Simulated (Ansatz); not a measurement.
Results of PBEsol+SOC (Ansatz, a first-principles code, plane waves, PAW) for SnC (model structure, started from the wurtzite type, P6₃mc, No. 186, 4 atoms in the cell).

Run with plane-wave cutoff 520 eV, 12×12×6 k mesh (along the axes of the cell as run), Fermi–Dirac smearing 0.01 eV, PAW data made under PBE.

Cell (relaxed with PBEsol):

SnC is modelled in the hexagonal space group P6₃mc (No. 186), the wurtzite structure, Pearson symbol hP4. Conventional cell: a = b = 3.553 Å, c = 5.818 Å, α = β = 90.00°, γ = 120.00°. Sn on 2b is surrounded by 4 C at 2.176–2.185 Å (tetrahedral). C on 2b is surrounded by 4 Sn at 2.176–2.185 Å (tetrahedral). (Neighbours: up to the widest gap in distance over summed covalent radii, below 1.35, at either atom; cation-cation and far metal-metal contacts left out.)

### Question
What does this level give for the band gap?

### Answer

- band gap = 0.96 eV (direct)

Note: the relaxation could raise the start's symmetry but not lower it, so the cell can be a saddle point.

The computed numbers hold no vibrational or temperature effects.

The result took roughly 2.2 core-minutes.

A model structure was made by putting elements into a prototype or built by hand; it is no filed structure, need not be a known phase, and can be a saddle point held by its symmetry.
